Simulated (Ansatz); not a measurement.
Data:

```yaml
crystal:
  lattice:
    - [0.00000, 1.78942, 1.78942]
    - [1.78942, 0.00000, 1.78942]
    - [1.78942, 1.78942, 0.00000]
  atoms:
    - { symbol: B, position: [0.00000, 0.00000, 0.00000] }
    - { symbol: N, position: [0.25000, 0.25000, 0.25000] }
```

The numbers are results of PBE, rigid bands (plane waves, PAW, scalar-relativistic; Ansatz, a program for electronic structure), not measurements. Condition of this run: hydrostatic pressure of 9 GPa (compression positive) (the target of the relaxation). Geometry: cell and atoms relaxed with PBEsol, then loaded as said.

Q: What conductivity effective mass do dilute electrons have at 300 K?

A: 0.39 mₑ.

Q: What conductivity effective mass do dilute holes have at 300 K?

A: 0.70 mₑ.

Q: And the band gap?

A: 4.50 eV at this level; semilocal functionals usually fall short of the measured gap.

Rigid bands, one relaxation time for all states, no polarons. Spin-orbit coupling is left out. Geometry: cell and atoms relaxed with PBEsol.
